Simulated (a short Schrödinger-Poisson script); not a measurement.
Solved with a short Schrödinger-Poisson script written for these runs: 1D Poisson equation in equilibrium, electrons quantum, Hartree (BenDaniel-Duke, 12 states a valley, the channel's in-plane mass for all, wave functions free to enter the dielectric), parabolic valleys, classical holes, full ionisation, no traps, pinning or gate leakage.

Stack: MOS inversion layer, SiO2 on p-type Si(100), at 300 K.

From the gate side: 3.3 nm SiO2; 560 nm Si, acceptors 5.9e17 cm⁻³.

The device is made up for the run: typed textbook-type constants, with dimensions and the other settings drawn at random. SiO2: permittivity 3.9, conduction-band edge (eV) 3.15, gap (eV) 9, electron mass (mₑ) 0.5. Si: permittivity 11.7, conduction-band edge (eV) 0, gap (eV) 1.124, Nv at 300 K (cm⁻³) 3.1e19.

Channel valleys (confinement mass, in-plane density-of-states mass, number): Δ2 0.916, 0.19, 2; Δ4 0.19, 0.417, 4. At the gate the conduction-band edge of layer 1 lies 3.76 eV − eVg above the Fermi level of the channel; the field vanishes at the back. Gaps are held at their typed values at every temperature. Mesh 0.03 nm at interfaces.

Problem. Give the sheet density of all electrons at Vg = 1.5 V (cm⁻²); the lowest subband against the Fermi level at Vg = 3.3 V (meV); the centroid of the channel electrons at Vg = 3.3 V (nm).

Solution. sheet density of all electrons at Vg = 1.5 V (cm⁻²): 2.26e12; lowest subband against the Fermi level at Vg = 3.3 V (meV): -49.8; centroid of the channel electrons at Vg = 3.3 V (nm): 1.23.
